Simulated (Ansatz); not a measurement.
Worked example: self-consistent single point of Tl (P6_3/mmc, 4 atoms in the cell) in Ansatz (a first-principles code).

Method of the run: PBE, PAW files (plane waves; Ansatz).

The change in words: lattice scaled by 0.98. Reference geometry:
```yaml
crystal:
  lattice:
    - [3.47671, 0.00000, 0.00000]
    - [-1.73836, 3.01092, 0.00000]
    - [0.00000, 0.00000, 11.16308]
  atoms:
    - { symbol: Tl, position: [0.00000, 0.00000, 0.00000] }
    - { symbol: Tl, position: [0.00000, 0.00000, 0.50000] }
    - { symbol: Tl, position: [0.33333, 0.66667, 0.25000] }
    - { symbol: Tl, position: [0.66667, 0.33333, 0.75000] }
```

Reference input (self-consistent single point, DFT, PBE, plane waves, PAW files): kpoints.mp_grid.grid = 7 7 2; hamiltonian.xc = pbe; hamiltonian.pseudopotentials = {kind: paw} (the program's default PAW files); scf.occupations.method = gaussian; scf.occupations.width = 0.05 eV. This run's input differs from it in these lines:

```diff
@@ -2,5 +2,5 @@
   lattice:
-    - [3.47671100, 0.00000000, 0.00000000]
-    - [-1.73835600, 3.01092000, 0.00000000]
-    - [0.00000000, 0.00000000, 11.16308300]
+    - [3.40717700, 0.00000000, 0.00000000]
+    - [-1.70358900, 2.95070200, 0.00000000]
+    - [0.00000000, 0.00000000, 10.93982100]
   atoms:
```

Log, with long lists cut:

```
SCF iter   1: F=—  HF=-45785.085792 eV  |F-HF|=—  |Δ(HF+E_count)|=         —  Δρ=1.42e-2  dr2=3.19e-1  ethr=3.10e-3  ⟨swp⟩=6.8  Hψ=2275  notcnv=0
all-band conjugate gradients solve this SCF's bands
preconditioner: auto → Kerker (q_TF=auto, 2.408 Å⁻¹)
SCF iter   2: F=—  HF=-45784.991380 eV  |F-HF|=—  |Δ(HF+E_count)|=   9.44e-2  Δρ=7.62e-3  dr2=9.08e-2  ethr=6.13e-4  ⟨swp⟩=3.0  Hψ=1084  notcnv=0  defer=22
   [... lines left out ...]
SCF iter   4: F=—  HF=-45784.965853 eV  |F-HF|=—  |Δ(HF+E_count)|=   8.28e-5  Δρ=3.25e-4  dr2=7.65e-5  ethr=9.78e-6  ⟨swp⟩=2.2  Hψ=927  notcnv=0  defer=22
SCF iter   5: F=—  HF=-45784.965942 eV  |F-HF|=—  |Δ(HF+E_count)|=   8.91e-5  Δρ=5.45e-5  dr2=2.59e-6  ethr=1.47e-7  ⟨swp⟩=2.0  Hψ=587  notcnv=0  defer=22
SCF iter   6: F=—  HF=-45784.965945 eV  |F-HF|=—  |Δ(HF+E_count)|=   3.20e-6  Δρ=1.30e-5  dr2=2.03e-7  ethr=4.97e-9  ⟨swp⟩=2.5  Hψ=896  notcnv=0  defer=22
SCF iter   7: F=-45784.965945 eV  HF=-45784.965945 eV  |F-HF|=5.65e-9  |Δ(HF+E_count)|=   1.63e-7  Δρ=3.42e-6  dr2=1.62e-8  ethr=1.92e-10  ⟨swp⟩=7.6  Hψ=1796  notcnv=0
SCF 1 converged in 7 iterations: F = -45784.965945 eV  dr2 = 1.62e-8
Free energy (F): -45784.965945 eV
Internal energy: -45784.958495 eV  (E = F + TS)
E sigma→0 (E₀):  -45784.962220 eV
Entropy (-TS):   -0.007451 eV (-1.863 meV/atom)
Fermi energy:    11.083247 eV
--- Forces (eV/Å), atoms counted from 1 ---
  atom   1  Tl    -0.00000000     0.00000000    -0.00000000
   [... zero for the other atoms too ...]
--- Stress (GPa, compression-positive) ---
        5.110282       0.000000       0.000000
        0.000000       5.110282       0.000000
        0.000000       0.000000       4.420005
  P = ⅓ Tr σ = 4.8802 GPa (48.802 kbar)
  The stress holds the Pulay correction. Without it, at fixed plane waves, as pw.x and ABINIT print it: P = 4.8635 GPa
```

The run converged in 7 iterations. Against the reference run the free energy goes up by 37.2 meV/atom and the pressure goes from 2.23 to 4.88 GPa.

The starting cell comes from a database of computed structures (which also holds hypothetical and non-ambient phases and stackings), without a prior relaxation at this level. Its lattice was rescaled by a random factor within 2.5 % of one. For this run, on top of that: lattice scaled by 0.98. With a pressure of about 5 GPa the cell is away from its equilibrium volume at this level. Ansatz's pressure includes its estimate of the finite-basis (Pulay) stress.

Keys are those of Ansatz 0.2.
